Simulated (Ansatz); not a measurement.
**Cr: biaxial strain −1.44 %, plane normal [001], relaxed out of plane**

Base system: Cr in the bcc (W type) structure (space group Im-3m, No. 229; a = 2.8296 Å; not spin-polarised; relaxed with 0.1 eV smearing). Axes: x, y, z lie along the cube axes.

Modification: compressive biaxial strain of 1.44 % in the plane normal to [001], as in epitaxy on a mismatched substrate; the out-of-plane cell vector and the atoms relax.

Method: Ansatz (a program for electronic structure), r2SCAN, PAW, cutoff 500 eV, without spin-orbit coupling. k-mesh 33×33×33 (Γ-centred); smearing 0.1 eV (Fermi–Dirac).

The volume per atom drops by 0.23 Å³ (11.33 Å³ → 11.10 Å³) and the space group becomes I4/mmm (No. 139) (base: Im-3m (No. 229)). The energy goes up by 9.1 meV/atom and the pressure (mean of the normal stresses, compression positive) goes from zero to 6.1 GPa. The band gap is still zero and the out-of-plane strain comes out as +0.83 %. The ratio −ε⊥/ε∥ is 0.58 and the mean in-plane stress (compression positive) comes out as +9.1 GPa.

Stability against distortions was not tested. Seeded moments were not kept for the base. The final runs are not spin-polarised. Real Cr is antiferromagnetic at low temperature and ambient pressure, an order that this cell doesn't hold.
